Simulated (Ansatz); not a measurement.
Take W in the bcc (W type) structure (space group Im-3m, No. 229; a = 3.154 Å) as the base.

Computed with DFT with PBEsol, PAW potentials and a 420 eV plane-wave cutoff in Ansatz (a program for electronic structure), no spin-orbit coupling.

Before the change:

| Item | Value |
|---|---|
| Density | 19.45 g/cm³ |

Perturbation: Ge takes the place of W on all its sites; the structure is relaxed again.

Problem. Predict the new density.

Solution. The density falls by 12.82 g/cm³ to 6.63 g/cm³.

Whether these cells are dynamically stable was not tested. For Ge in this form, whether it has been made was not checked. All final runs are without spin polarisation. This is not the structure that Ge has at room temperature and ambient pressure.
